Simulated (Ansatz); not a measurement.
Hypothetical zinc blende CsBr, pressure series

The parent structure is CsBr in the zinc blende structure (space group F-43m, No. 216; a = 8.193 Å; a hypothetical phase, not in the database extracts checked).

Cell and atoms are relaxed at each pressure.

Level of theory: PBE/PAW in Ansatz (an electronic-structure program), scalar-relativistic without spin-orbit coupling.

```csv
change,smallest direct gap,electron mass,volume per atom
base,4.15 eV,0.51 mₑ (at Γ),68.74 Å³
pressure −1 GPa,3.63 eV,0.57 mₑ (at Γ),92.34 Å³
pressure 1.8 GPa,4.50 eV,0.48 mₑ (at Γ),57.92 Å³
pressure 4.2 GPa,4.77 eV,0.45 mₑ (at Γ),51.09 Å³
pressure 9 GPa,5.13 eV,0.43 mₑ (at Γ),43.93 Å³
pressure 18 GPa,5.25 eV,0.41 mₑ (at Γ),37.21 Å³
pressure 30 GPa,4.85 eV,0.39 mₑ (at Γ),32.33 Å³
pressure 45 GPa,4.43 eV,0.37 mₑ (at Γ),28.60 Å³
pressure 60 GPa,4.06 eV,0.36 mₑ (at Γ),26.06 Å³
```

Load acts through the strain it causes; cell and atoms are relaxed under it. Effective masses come from finite differences of ±0.01 Å⁻¹. Stability against distortions was not tested. No other phases were tried under pressure.
